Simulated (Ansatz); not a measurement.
Results of r²SCAN+rVV10 in Ansatz (PAW) for ZnS (P3m1, No. 156, 20 atoms in the cell; start mp-557308; a measured phase of this formula has another space group).

Settings: plane-wave cutoff 560 eV, 12×12×2 k mesh (along the axes of the cell as run), Fermi–Dirac smearing 0.01 eV, scalar-relativistic PAW data made under PBE.

Cell (relaxed at this level):

```yaml
crystal:
  lattice:
    - [3.79456, 0.00000, 0.00000]
    - [-1.89728, 3.28618, 0.00000]
    - [0.00000, 0.00000, 31.01841]
  atoms:
    - { symbol: Zn, position: [0.00000, 0.00000, 0.59990] }
    - { symbol: Zn, position: [0.66667, 0.33333, 0.20014] }
    - { symbol: Zn, position: [0.66667, 0.33333, 0.79992] }
    - { symbol: Zn, position: [0.33333, 0.66667, 0.69982] }
    - { symbol: Zn, position: [0.00000, 0.00000, 0.30008] }
    - { symbol: Zn, position: [0.00000, 0.00000, 0.00010] }
    - { symbol: Zn, position: [0.33333, 0.66667, 0.90004] }
    - { symbol: Zn, position: [0.66667, 0.33333, 0.49996] }
    - { symbol: Zn, position: [0.33333, 0.66667, 0.10023] }
    - { symbol: Zn, position: [0.33333, 0.66667, 0.40002] }
    - { symbol: S, position: [0.00000, 0.00000, 0.07518] }
    - { symbol: S, position: [0.00000, 0.00000, 0.67483] }
    - { symbol: S, position: [0.33333, 0.66667, 0.97495] }
    - { symbol: S, position: [0.33333, 0.66667, 0.47496] }
    - { symbol: S, position: [0.66667, 0.33333, 0.57489] }
    - { symbol: S, position: [0.33333, 0.66667, 0.77475] }
    - { symbol: S, position: [0.66667, 0.33333, 0.27508] }
    - { symbol: S, position: [0.33333, 0.66667, 0.17515] }
    - { symbol: S, position: [0.00000, 0.00000, 0.37502] }
    - { symbol: S, position: [0.66667, 0.33333, 0.87500] }
```

### Question
What does this level give for the band gap?

### Answer

band gap: 2.72 eV (direct)

Computed values are for the static lattice.

Computing time: around 12 core-minutes (rough).

A start named mp-… is a Materials Project structure, which need not be a measured phase.

Ansatz is a first-principles code.
